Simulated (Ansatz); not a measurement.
The reference is CdTe in the zinc blende structure (space group F-43m, No. 216; a = 6.409 Å). Axes: x, y, z lie along the cube axes.

The values are results of LDA, PAW, 420 eV (Ansatz, an electronic-structure program; scalar-relativistic without spin-orbit coupling), not measurements.

For the base:

```
Property     Value
--------  --------
Pressure  0.0 kbar
Band gap   0.61 eV
```

Now apply this change: biaxial strain +1.00 %, plane normal [001], relaxed out of plane (Cartesian); in-plane vectors clamped, the third vector and the atoms free.

Problem. How does this affect the out-of-plane strain?

Solution. The out-of-plane strain is -1.38 %.

Problem. Estimate the effect on the pressure.

Solution. The pressure (mean of the normal stresses, compression positive) goes from zero to -2.8 kbar.

Problem. Estimate the effect on the band gap.

Solution. The band gap shrinks by 0.07 eV, from 0.61 eV to 0.54 eV.

Spin-orbit coupling, missing from the scalar runs, can matter with Te. No phonon test of stability was made.
